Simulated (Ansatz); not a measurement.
# Worked sum: formation energy of CuI (zinc blende, F-43m) from the elements

Subject: the formation energy of CuI (zinc blende, F-43m) from the elements. Reaction: I (Cmce) + Cu (fcc) → CuI (zinc blende). Negative: the products are lower in energy. The value is per atom of the solid.

CuI (zinc blende, F-43m), 2 atoms in the cell; spin state with PBE: run without spin. Conventional cell: a = b = c = 5.970 Å, α = β = γ = 90.00°.

Method: Ansatz (a quantum-chemistry and plane-wave program), PAW, neutral cells at 0 K with nuclei at rest, on structures from PBE+D3(BJ). Ansatz runs with its PAW set soft_1. Other levels take these structures. The lattices are those relaxed with PBE+D3(BJ), so at other levels the solids can be strained. A dispersion term (D3(BJ), or D4 for r2SCAN) was computed beside these levels and is taken off wherever the name lacks it. Space groups of crystals are read within 0.01 Å. Spin-orbit coupling is left out. No Hubbard U is applied.

Total energies of the cells in eV, at zero smearing width. They compare only within one column; the weights balance every element.

| cell | atoms | weight | PBE |
|---|---|---|---|
| CuI (zinc blende) | 2 | +4 | -14138.45990 |
| I (Cmce) | 4 | −1 | -30051.91984 |
| Cu (fcc) | 1 | −4 | -6625.16698 |

PBE: 4 × (-14138.45990) − (-30051.91984) − 4 × (-6625.16698) = -1.252 eV; dividing by 8 atoms gives -0.16 eV/atom.

What follows from the PBE value: A formula unit of CuI has 2 atoms, so it forms with -0.1565 × 2 = -0.313 eV, or -30.2 kJ/mol at 96.485 kJ/mol per eV.
